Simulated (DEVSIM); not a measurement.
Structure: CdTe p-i-n diode, at 250 K.

Layer 1 from the left is CdTe, thickness (μm) 1.60, Na (cm⁻³) 1.1e17, τn (s) 3.5e-8, τp (s) 3.5e-8. Layer 2 from the left is CdTe, thickness (μm) 14.0, Nd (cm⁻³) 1.1e11, τn (s) 3.5e-8, τp (s) 3.5e-8. Layer 3 from the left is CdTe, thickness (μm) 0.720, Nd (cm⁻³) 5.1e15, τn (s) 3.5e-8, τp (s) 3.5e-8.

Left contact: ohmic. Right contact: ohmic. Voltage is applied to the left contact. Recombination: SRH at mid-gap, Auger. Mobility is μmin + (μ − μmin)/(1 + (N/Nref)^α).

Constants are typed, rounded textbook-type inputs, not results; the design itself was drawn at random and stands for no fabricated device. Values at 300 K; Nc and Nv go as T^1.5, mobilities as T to minus their exponent, the gap by Varshni's rule with the affinity fixed.

CdTe: gap (eV) 1.5, affinity (eV) 4.28, permittivity 10.2, Nc (cm⁻³) 8e17, Nv (cm⁻³) 1.8e19, μn (cm²/Vs) 1000, μp (cm²/Vs) 80, μn,min 100, μp,min 10, Nref,n 1e17, Nref,p 1e17, αn 0.6, αp 0.6, T exponent of μn 1.7, T exponent of μp 1.5, Cn (cm⁶/s) 1e-30, Cp (cm⁶/s) 1e-30, Varshni α (eV/K) 0.00031, Varshni β (K) 108.

Simulated with DEVSIM: 1D drift-diffusion, Boltzmann statistics, complete ionisation; no tunnelling, impact ionisation, image-force lowering or self-heating.

Problem. What does the simulation give for the dark forward voltage at 100 A/cm², the potential step across the device at zero bias, the dark forward voltage at 1 A/cm²?

Solution. dark forward voltage at 100 A/cm² 1.416 V; potential step across the device at zero bias 1.307 V; dark forward voltage at 1 A/cm² 1.176 V.
